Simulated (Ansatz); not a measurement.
We consider BeSe (model structure, started from the CsCl type, Pm-3m, No. 221, 2 atoms in the cell), described by LDA in Ansatz (plane waves, PAW).

Input:

Ansatz 0.2 input:
```yaml
crystal:
  lattice:
    - [3.0654255906, 0.0, 0.0]
    - [0.0, 3.0654255906, 0.0]
    - [0.0, 0.0, 3.0654255906]
  atoms:
    - { symbol: Be, position: [0.0, 0.0, 0.0] }
    - { symbol: Se, position: [0.5, 0.5, 0.5] }
basis:
  ecutwfc: 520
  ecutrho_ratio: 4
  xc_grid: 2
kpoints:
  mp_grid: { grid: [20, 20, 20] }
hamiltonian:
  xc: lda
  dispersion: none
  pseudopotentials: { kind: paw }
scf:
  occupations: { method: fermi_dirac, width: 0.05 }
output:
  forces: true
  stress: true
  eigenvalues: true
relax:
  f_tol: 0.004
  escape_saddle: false
  max_steps: 80
```

Excerpt of the program's output:

```
WARN output.stress: scf.convergence.dr2_threshold = 1e-7 eV (the SCF's general default) is looser than the 2e-10 eV advised for a printed stress (1e-10 eV for …
Relaxation: its limit of steps is 80 (relax.max_steps)
Crystal: 2 atoms, lattice volume = 28.805 Å³
Basis set: ecut = 520 eV, 751 PW (Γ), exchange–correlation on 48×48×48 points (8 copies of the dense FFT grid, shifted against one another)
Bands: 13, of which v1, the nominal top of the filled ones, is band 9 counted from 1 (8 counted from 0)
Symmetry: 48 space group operations
Space group: Pm-3m (ITA 221), of the structure as read, at distance tolerance 3.1e-5 Å
k-points: 286 of 8000
Functional: x = slater, c = lda
SCF iter   1: F=—  HF=-5470.533530 eV  |F-HF|=—  |Δ(HF+E_count)|=         —  Δρ=5.13e-3  dr2=4.44e-3
SCF iter   2: F=—  HF=-5470.532325 eV  |F-HF|=—  |Δ(HF+E_count)|=   1.21e-3  Δρ=2.91e-3  dr2=1.67e-3
  ...
SCF iter   5: F=-5470.531713 eV  HF=-5470.531713 eV  |F-HF|=1.36e-8  |Δ(HF+E_count)|=   9.30e-7  Δρ=1.61e-5  dr2=2.04e-8
SCF iter   6: F=-5470.531713 eV  HF=-5470.531713 eV  |F-HF|=4.93e-10  |Δ(HF+E_count)|=   3.87e-9  Δρ=2.24e-6  dr2=1.14e-9
SCF 1 converged in 6 iterations: F = -5470.531713 eV  dr2 = 1.14e-9
SCF converged after 6 iterations
Free energy (F): -5470.531713 eV
Internal energy: -5470.524442 eV  (E = F + TS)
E sigma→0 (E₀):  -5470.528078 eV
Fermi energy:    10.640929 eV
--- Stress (GPa, compression-positive) ---
       -1.615802       0.000000       0.000000
        0.000000      -1.615802       0.000000
        0.000000       0.000000      -1.615802
  P = ⅓ Tr σ = -1.6158 GPa (-16.158 kbar)
```

The cell is one volume of an energy–volume scan, off the minimum.

The PAW data were made under PBE.

Note: the relaxation could raise the start's symmetry but not lower it, so the cell can be a saddle point.

Computing time: about 7 core-seconds (a rough figure).

A model structure was made by putting elements into a prototype or built by hand; it is no filed structure, need not be a known phase, and can be a saddle point held by its symmetry.

Ansatz is a quantum-chemistry and plane-wave program.
